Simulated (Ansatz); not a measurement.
# Quick settings and what they miss: NaMnCu₃Se₄ (P-43m, 9 atoms in the cell)

Self-consistent single point.

```
NaMnCu3Se4
1.0
    5.93113     0.00000     0.00000
    0.00000     5.93113     0.00000
    0.00000     0.00000     5.93113
Na Mn Cu Se
1 1 3 4
Direct
  0.50000   0.50000   0.50000
  0.00000   0.00000   0.00000
  0.00000   0.50000   0.00000
  0.50000   0.00000   0.00000
  0.00000   0.00000   0.50000
  0.23103   0.23103   0.23103
  0.23103   0.76897   0.76897
  0.76897   0.76897   0.23103
  0.76897   0.23103   0.76897
```
Moments meant for the start (each program seeds them in its own way; μB, in the order of the atoms Na Mn Cu Cu Cu Se Se Se Se): 0.0 4.0 0.0 0.0 0.0 0.0 0.0 0.0 0.0.

Computed with PBEsol, default PAW files made with PBE (plane waves; Ansatz, an electronic-structure program).

Base settings: basis.ecutwfc = 420 eV; kpoints.mp_grid.grid = 5 5 5; kpoints.mp_grid.shift = 0.5 0.5 0.5; hamiltonian.xc = pbesol; hamiltonian.pseudopotentials = {kind: paw} (the program's default PAW files); magnetization.spin_polarized = true; scf.occupations.method = cold; scf.occupations.width = 0.1 eV.

Tight run (finer mesh or higher cutoff; not a proven limit): basis.ecutwfc: 420 eV → 590 eV; kpoints.mp_grid.grid: 5 5 5 → 7 7 7; scf.convergence.dr2_threshold: default (1e-07 eV) → 1e-09 eV. It gave Fermi level (on the code's own zero) 7.12 eV; pressure -4.40 GPa; largest force (vector length) 0.517 eV/Å; size of the cell's spin moment 3.00 μB.

Quick runs, as changes from the base:
- A: the base itself
- B: basis.ecutwfc: 420 eV → 210 eV; kpoints.mp_grid.grid: 5 5 5 → 2 2 2; hamiltonian.xc: pbesol → lda; scf.convergence.dr2_threshold: default (1e-07 eV) → 0.001 eV; width narrowed by the program to 0.0879 eV [LDA (PW92)]
- C: basis.ecutwfc: 420 eV → 250 eV; kpoints.mp_grid.grid: 5 5 5 → 6 6 6; hamiltonian.xc: pbesol → lda [LDA (PW92)]

† marks runs with another functional, U, potentials or spin treatment: their distance from the tight run is not a convergence error alone.

The count of work is k-points × plane waves × bands × iterations; it is no time. 

Pressures in the table are Ansatz's without its Pulay estimate, at a fixed set of plane waves; the tight run's value above holds the estimate.

The starting cell comes from a database of computed structures (which also holds hypothetical and non-ambient phases and stackings), without a prior relaxation at this level. Its lattice was rescaled by a random factor within 2.5 % of one. With one magnetic atom in the cell only a parallel order is possible. In the base run, with a pressure of about -4 GPa the cell is away from its equilibrium volume at this level.

```csv
run,pressure less tight (GPa),largest miss in a force vector (eV/Å),count of work / tight
A,-0.03,0.002,0.25
B†,-186.16,0.026,0.0086
C†,-56.27,0.230,0.13
```

Left out of this page: 3 runs of the series outside the window shown, repeating another row's setting, or not comparable.

Keys are those of Ansatz 0.2.
